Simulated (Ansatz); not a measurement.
The boundary is one mirror-built cell; no search for the lowest one was made.

System: Σ11 (113) symmetric tilt boundary in fcc Cu, with one C atom a cell (10.9 Å²) in the boundary; relaxed on a coarser mesh with the in-plane cell held.

Input:

```xyz
37
Lattice="2.5666 0.0000 0.0000 1.2833 4.2562 0.0000 0.0000 0.0000 39.9245" Properties=species:S:1:pos:R:3 pbc="T T T"
Cu     0.0000    -0.0231     0.9498
Cu     1.2833     1.9192     2.1635
Cu     2.5666     3.8608     3.1872
Cu     2.5666     1.5323     4.3246
Cu     1.2833     3.4680     5.3902
Cu     1.2833     1.1260     6.4948
Cu     2.5666     3.0607     7.5866
Cu     2.5666     0.7391     8.6784
Cu     1.2833     2.6737     9.7703
Cu     1.2833     0.3522    10.8621
Cu     2.5666     2.2868    11.9539
Cu     1.2833     4.2214    13.0458
Cu     1.2833     1.8999    14.1376
Cu     2.5666     3.8345    15.2294
Cu     2.5666     1.4978    16.3269
Cu     1.2833     3.4347    17.4152
Cu     1.2833     1.1018    18.5108
Cu     2.5666     3.0649    19.6088
Cu     2.5666     0.7217    20.8881
Cu     2.5666     3.1593    22.2422
Cu     1.2833     1.2005    23.2711
Cu     1.2833     3.5392    24.4126
Cu     2.5666     1.5905    25.4765
Cu     2.5666     3.8994    26.5863
Cu     1.2833     1.9647    27.6787
Cu     1.2833     4.2863    28.7711
Cu     2.5666     2.3517    29.8635
Cu     1.2833     0.4170    30.9559
Cu     1.2833     2.7386    32.0483
Cu     2.5666     0.8040    33.1407
Cu     2.5666     3.1255    34.2331
Cu     1.2833     1.1909    35.3256
Cu     1.2833     3.4987    36.4310
Cu     2.5666     1.5564    37.4979
Cu     2.5666     3.8768    38.6356
Cu     1.2833     1.9294    39.6610
C      1.2833     2.2545    20.9667
```

The resistance of the junction is A R = A (h/e²)[1/T − 1/(2N₁) − 1/(2N₂)] a spin, with T the transmission and N₁, N₂ the leads' channels in a cell of area A; the spins conduct in parallel.

Values are means of three energies within 0.05 eV of the Fermi level, on a potential converged at a Fermi-Dirac width of 0.05 eV. Resistances leave out the leads' Sharvin resistance. Spin-orbit coupling is left out.

### Question
State the specific resistance of the junction and the share of channels that pass according to PBE in Ansatz (a program for electronic structure).

### Answer
AR = 0.80 × 10⁻¹⁵ Ω m²; 53 % of the channels of the narrower lead pass.
